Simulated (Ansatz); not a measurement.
The starting structures come from a database of crystals and need not be the phases stable at ambient conditions.

**Evanescent states of Sr$_{2}$FeH$_{6}$ (Fm-3m, not sure to be the ambient phase, 9 atoms a cell, 11.3 Å³ an atom) along the normal of (110)**

Calculation: r2SCAN (plane waves, PAW; Ansatz, an electronic-structure program).

No gap correction and no spin-orbit coupling; mid-gap values are interpolated between computed energies.

Energies count from the valence-band top; κ is the least over a 6×4 mesh across the current.

```csv
E (eV),κ (1/Å),where
0.05,0.247,Γ
0.15,0.460,Γ
0.25,0.490,Γ
0.35,0.498,Γ
0.45,0.488,Γ
0.55,0.473,Γ
0.65,0.460,Γ
0.75,0.447,Γ
0.85,0.434,Γ
0.95,0.421,Γ
1.05,0.407,Γ
1.15,0.392,Γ
1.25,0.376,Γ
1.35,0.353,off Γ
1.45,0.320,off Γ
1.55,0.280,off Γ
1.65,0.232,off Γ
1.75,0.168,off Γ
1.85,0.041,off Γ
```

### Question
How thick must the barrier be to attenuate the transmission by 10^8 when the electrodes' Fermi level lies at 0.95 eV, and what attenuation does that film give at 0.85 eV?

### Answer
d = 8 ln 10 / (2 × 0.421) = 21.9 Å. At 0.85 eV it gives 8 × 0.434/0.421 = 8.2 decades.
